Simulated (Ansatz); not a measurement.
Results of RPBE (Ansatz, a program for electronic structure, PAW) for cubic perovskite KMgF3.

Run with plane-wave cutoff 520 eV, 8×8×8 k mesh, Fermi–Dirac smearing 0.01 eV, scalar-relativistic PAW data made under PBE.

The cell has the measured lattice parameters. Conventional cell: a = 3.9897 Å, b = 3.9897 Å, c = 3.9897 Å, α = 90.00°, β = 90.00°, γ = 90.00°.

```yaml
crystal:
  lattice:
    - [3.98970, 0.00000, 0.00000]
    - [0.00000, 3.98970, 0.00000]
    - [0.00000, 0.00000, 3.98970]
  atoms:
    - { symbol: K, position: [0.00000, 0.00000, 0.00000] }
    - { symbol: Mg, position: [0.50000, 0.50000, 0.50000] }
    - { symbol: F, position: [0.50000, 0.00000, 0.50000] }
    - { symbol: F, position: [0.00000, 0.50000, 0.50000] }
    - { symbol: F, position: [0.50000, 0.50000, 0.00000] }
```

Problem. List the 18 lowest band energies at Γ above −25 eV (eV, relative to the valence band maximum), grouping those that round alike.

Solution. At Γ: -20.21, -19.58 (×2), -9.25 (×3), -2.36 (×3), -0.61 (×3), -0.32 (×3), 7.62, 10.30 (×2).

Note: cell and atoms aren't relaxed at this level (pressure 7.8 GPa).
